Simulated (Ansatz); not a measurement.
The reference is MgO in the rock salt structure (space group Fm-3m, No. 225; a = 4.2149 Å). Axes: x, y, z lie along the cube axes.

Level of theory: Ansatz (a program for electronic structure), PBEsol, PAW, cutoff 420 eV, scalar-relativistic without spin-orbit coupling, earlier PAW set.

Base values:

```
Property                Value
-------------  --------------
Electron mass  0.34 mₑ (at Γ)
```

Modification: uniaxial stress, 8 GPa compression along z, with the cell and atoms free to relax against it.

**Question.** What happens to the energy relative to the base?

**Answer.** The energy grows by 6.1 meV/atom.

**Question.** What does the calculation give for the secant Young's modulus along z after the change?

**Answer.** The secant Young's modulus along z amounts to 300 GPa.

**Question.** How does this affect the electron mass?

**Answer.** The electron mass changes from 0.34 mₑ (at Γ) to 0.36 mₑ along z, 0.34 mₑ across (at Γ).

The levels and masses belong to the bands next to the band gap. Load acts through the strain it causes; cell and atoms are relaxed under it. Masses are band curvatures over ±0.01 Å⁻¹ around the edge. Stability under load was not tested beyond the relaxation.
